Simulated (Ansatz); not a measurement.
# HfO2: response to strain

Base system: HfO2 (space group P4_2/nmc, No. 137).

```yaml
crystal:
  lattice:
    - [3.60482, 0.00000, 0.00000]
    - [0.00000, 3.60482, 0.00000]
    - [0.00000, 0.00000, 5.26502]
  atoms:
    - { symbol: Hf, position: [0.00000, 0.00000, 0.00000] }
    - { symbol: Hf, position: [0.50000, 0.50000, 0.50000] }
    - { symbol: O, position: [0.00000, 0.50000, 0.19324] }
    - { symbol: O, position: [0.00000, 0.50000, 0.69324] }
    - { symbol: O, position: [0.50000, 0.00000, 0.30676] }
    - { symbol: O, position: [0.50000, 0.00000, 0.80676] }
```

Cartesian axes are those of the cell as printed.

Strains are applied to the cell and any free atomic positions relax; under stress the whole cell relaxes.

The values are results of Kohn–Sham DFT with the PBE functional, run in Ansatz (a program for electronic structure) with PAW and 420 eV plane waves, without spin-orbit coupling, earlier PAW set, not measurements.

Candidates:
(a) isotropic strain +2.40 %
(b) uniaxial stress, 8 GPa tension along z
(c) uniaxial strain ε_zz = −1.69 %

Notes on the quantities. energy relative to the base: free energy F.

Task: Order them by energy relative to the base, lowest first.

Result: (c) uniaxial strain ε_zz = −1.69 % (+2.9 meV/atom), (b) uniaxial stress, 8 GPa tension along z (+12 meV/atom), (a) isotropic strain +2.40 % (+31 meV/atom)

Beyond what the load breaks, stability against distortions was not tested. This is not the structure that HfO2 has at room temperature and ambient pressure.
